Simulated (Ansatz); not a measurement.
An Ansatz (a quantum-chemistry and plane-wave program) input (plane-wave PAW DFT at the r2SCAN level (Ansatz, 500 eV), without spin-orbit coupling):

Ansatz 0.2 input:
```yaml
crystal:
  lattice:
    - [3.0860418072, 0, 0]
    - [1.5430209036, 2.6725906022, 0]
    - [0, 0, 5.3315338672]
  atoms:
    - { symbol: Zn, position: [0.6666666667, 0.6666666667, 0.0024126978] }
    - { symbol: Zn, position: [0.3333333333, 0.3333333333, 0.5024126978] }
    - { symbol: O, position: [0.6666666667, 0.6666666667, 0.6227873022] }
    - { symbol: O, position: [0.3333333333, 0.3333333333, 0.1227873022] }
basis: { ecutwfc: 500, ecutrho_ratio: 4, xc_grid: 4, fft_grid_basis: typed }
kpoints: { mp_grid: { grid: [12, 12, 7] } }
hamiltonian:
  xc: r2scan
  dispersion: none
  pseudopotentials: { kind: paw }
scf: { occupations: { method: fermi_dirac, width: 0.05 } }
relax: { f_tol: 0.005, max_steps: 50, cell: { stress_tol: 0.01, fix: [a, b, gamma] } }
output: { forces: true, stress: true }
checkpoint: { write: state.ck, write_every: 1000 }
```

Task: Which symmetry and how many k-points will the program report, and about how many plane waves at Γ?

Result: Space group P63mc (ITA 186) with 12 operations, k-points 76 of 1008, and 1135 plane waves at Γ.

Task: And the final pressure?

Result: 7.28 GPa (compression positive).

The cells carry an imposed strain or load. Whether these cells are dynamically stable was not tested. The cell was made from ZnO in the wurtzite structure (space group P6_3mc, No. 186) by this change: biaxial strain −4.61 %, plane normal [001], relaxed out of plane.
